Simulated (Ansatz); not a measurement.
Start from MgS in the rock salt structure (space group Fm-3m, No. 225; a = 5.182 Å). Axes: x, y, z lie along the cube axes.

Modification: biaxial strain +2.37 %, plane normal [110], relaxed out of plane (Cartesian); in-plane vectors clamped, the third vector and the atoms free.

Levels (all Ansatz, a program for electronic structure, PAW): PBEsol (420 eV, no SOC); r2SCAN (500 eV, scalar-relativistic without spin-orbit coupling); HSE06 (420 eV, no spin-orbit coupling).

At the geometry relaxed with PBEsol, these levels gave the following band gaps, in shuffled order: (a) 2.49 eV, (b) 3.24 eV, (c) 3.57 eV.

Q: Match each gap to its level.

A: (a) PBEsol; (b) r2SCAN; (c) HSE06.

A biaxial case was relaxed in a doubled cell and then solved in the primitive one. Single points use the geometry relaxed with PBEsol. The hybrid gap comes from the SCF mesh plus the semilocal run's edge points and a few special points and is an upper bound. No phonon test of stability was made. The base started in P3_121 and relaxed to Fm-3m at this level.
